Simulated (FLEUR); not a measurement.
**Equation of state of fcc Au (space group 225): energy against volume (FLEUR, PBE)**

```
CELL_PARAMETERS angstrom
      0.00000     2.00373     2.00373
      2.00373     0.00000     2.00373
      2.00373     2.00373     0.00000
ATOMIC_POSITIONS crystal
  Au 0.00000 0.00000 0.00000
```

Level of theory: PBE, all-electron FLAPW (FLEUR), scalar-relativistic valence run with FLEUR. Settings: Kmax = 4.56 1/bohr; GmaxXC = 18.2 1/bohr; xcFunctional = pbe; jspins = 1; l_soc = F; mode = hist; fermiSmearingEnergy = 0.00183747 Htr; mesh (inpgen div1-3) = 25 25 25; inpgen gamma flag = false; Gmax = 18.2 1/bohr; numbands = 0; maxIterBroyd = 15; imix = Anderson; alpha = 0.05; precondParam = 0; minDistance = 1e-05 me/bohr^3. The cell above is the first row's. The rows scale it uniformly. In all rows the k mesh is held. E is the free energy at the stated smearing, counted from the lowest row.

| V (Å^3/atom) | E (meV/atom) |
|---|---|
| 16.090 | 106.44 |
| 16.439 | 66.44 |
| 16.789 | 37.04 |
| 17.139 | 16.93 |
| 17.489 | 4.93 |
| 17.838 | 0.00 |
| 18.188 | 1.27 |
| 18.538 | 7.93 |
| 18.888 | ? |

Fit E of the 8 rows that show it with the third-order Birch-Murnaghan form, a cubic in V^(-2/3). With u = V^(-2/3) - 0.150, the rows have u = 0.006902, 0.004674, 0.002516, 0.000433, -0.001581, -0.003523, -0.005408, -0.007234. Least squares gives E = 13.727 + 6972.30·u + 895294·u² + 5861806·u³. Residuals (row less fit): 0.013, -0.033, 0.010, 0.016, 0.012, -0.019, -0.008, 0.008; standard error 0.024 (degrees of freedom: 4). Its minimum lies at u = -0.004055, so V0 = (0.145945)^(-3/2) = 17.94. There d²E/du² = 1648000 and d³E/du³ = 3.517e7, so B0 = (4/9) × 17.94^(-7/3) × 1648000 × 0.160218 = 139 GPa (the last factor turns the table's units into GPa), and B0' = 4 + (2/3) × 0.145945 × (3.517e7)/1648000 = 6.1.

**Question.** What does the fit predict for E at V = 18.888, and how far is the calculated value from it?

**Answer.** u = -0.009003, so E = 13.727 + 6972.30 × (-0.009003) + 895294 × (-0.009003)² + 5861806 × (-0.009003)³ = 19.245 meV/atom. The calculation gives 19.29 meV/atom, 0.045 meV/atom above the prediction (under 0.05 % of the range of E in the table). The row lies outside the fitted rows, so this is an extrapolation. From the scatter of the fitted rows alone, a prediction at this place has a standard error of 0.057 meV/atom, so the miss is 0.8 times that.

Carrying the step between the two nearest rows on in a straight line would have given 14.59, off by 4.70; series whose last step already gives the withheld value aren't shown. The scan was laid around a cell of about the measured size, scaled by a guess for this functional. Values depend on the basis (sphere radii, cutoffs, local orbitals), which need not be converged. Spin-orbit coupling is off. Cutoffs and mesh are single choices, not tested for convergence of this quantity. Series with a scatter that would blur these digits, or in which a gap closes, are not shown. Nor are scans whose minimum lies at an end fitted in this form.
